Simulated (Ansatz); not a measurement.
This Ansatz (a first-principles code) input is the reference run, AlN in the wurtzite structure (space group P6_3mc, No. 186), computed with DFT with PBE, PAW potentials and a 420 eV plane-wave cutoff in Ansatz, no spin-orbit coupling:

Ansatz 0.2 input:
```yaml
crystal:
  lattice:
    - [3.1302988668, 0, 0]
    - [-1.5651494334, 2.7109183401, 0]
    - [0, 0, 5.0180132464]
  atoms:
    - { symbol: Al, position: [0.6666666667, 0.3333333333, 0.0033729759] }
    - { symbol: Al, position: [0.3333333333, 0.6666666667, 0.5033729759] }
    - { symbol: N, position: [0.6666666667, 0.3333333333, 0.6218270241] }
    - { symbol: N, position: [0.3333333333, 0.6666666667, 0.1218270241] }
basis: { ecutwfc: 420, ecutrho_ratio: 4, xc_grid: 2, fft_grid_basis: typed }
kpoints: { mp_grid: { grid: [12, 12, 7] } }
hamiltonian:
  xc: pbe
  dispersion: none
  pseudopotentials: { kind: paw }
scf: { occupations: { method: fermi_dirac, width: 0.05 }, convergence: { dr2_threshold: 0.0000000004 } }
output: { forces: true, stress: true }
checkpoint: { write: state.ck, write_every: 1000 }
```

Q: Write the input for this change: a hydrostatic pressure of 0.9 GPa.

A: 
Ansatz 0.2 input:
```yaml
crystal:
  lattice:
    - [3.1302988668, 0, 0]
    - [-1.5651494334, 2.7109183401, 0]
    - [0, 0, 5.0180132464]
  atoms:
    - { symbol: Al, position: [0.6666666667, 0.3333333333, 0.0033729759] }
    - { symbol: Al, position: [0.3333333333, 0.6666666667, 0.5033729759] }
    - { symbol: N, position: [0.6666666667, 0.3333333333, 0.6218270241] }
    - { symbol: N, position: [0.3333333333, 0.6666666667, 0.1218270241] }
basis: { ecutwfc: 420, ecutrho_ratio: 4, xc_grid: 2, fft_grid_basis: typed }
kpoints: { mp_grid: { grid: [12, 12, 7] } }
hamiltonian:
  xc: pbe
  dispersion: none
  pseudopotentials: { kind: paw }
scf: { occupations: { method: fermi_dirac, width: 0.05 } }
relax: { f_tol: 0.01, max_steps: 60, cell: { stress_tol: 0.02, p_target: 0.9 } }
output: { forces: true, stress: true }
checkpoint: { write: state.ck, write_every: 1000 }
```
This is the input that was run.

Load acts through the strain it causes; cell and atoms are relaxed under it. No phonon test of stability was made.
